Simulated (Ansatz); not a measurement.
Cost and result by functional for the adsorption energy of Cl on the 1x1 (100) surface of monoclinic HfO2 (cut with top plane 2 O), one in a 1x1 cell, started at the site 'hollow O-O-O over O at depth 6.8 Å', in Ansatz (plane waves, PAW). Single points on the PBE structure, on one kind of machine; costs are rough ratios of the slab run's core time (references not counted) to the cheapest single point. r2SCAN's cost holds its higher cutoff (500 against 420 eV). Differences are taken against r2SCAN for comparison alone: no measured value is at hand, so the table doesn't rank accuracy. The points keep PBE's geometry, so the relaxation of a polaron and the settling of charge on one site are left out.

Host crystal: monoclinic HfO2, with a band gap (PBE, scalar-relativistic without spin-orbit coupling).

Slab: 25 atoms, 9.3 Å thick at the start under the adsorbate (thin: gaps and levels are the slab's own); k 4x4x1, smearing 0.01 eV, dipole-corrected; 12 atoms held, the rest relaxed; no symmetry held; spin-polarised, ending with about 1.0 μB a cell; orders that need a larger cell were not tried, no spin-orbit, no U, no dispersion correction. At the end it is bonded to Hf. In PBE it is, or lies within 0.03 eV of, the lowest of the starts that converged. These notes are the PBE run's. RPBE: The program's check for a lower electronic state was not made. r2SCAN: The program's check for a lower electronic state was not made. Adsorption energies are against ½ Cl2(g). A negative adsorption energy means that the adsorbate is more stable on the surface than in its reference.

```
functional                     relative cost  adsorption energy (eV)  less r2SCAN (eV)
-----------------------------  -------------  ----------------------  ----------------
RPBE                                       1                    0.15              0.37
r2SCAN                                     2                   -0.22              0.00
PBE (the relaxed run's value)              –                   -0.01              0.20
```

The values span 0.37 eV, while the single points' costs differ by a factor of roughly 2. Differences are of unrounded values.

Ansatz is a program for electronic structure.
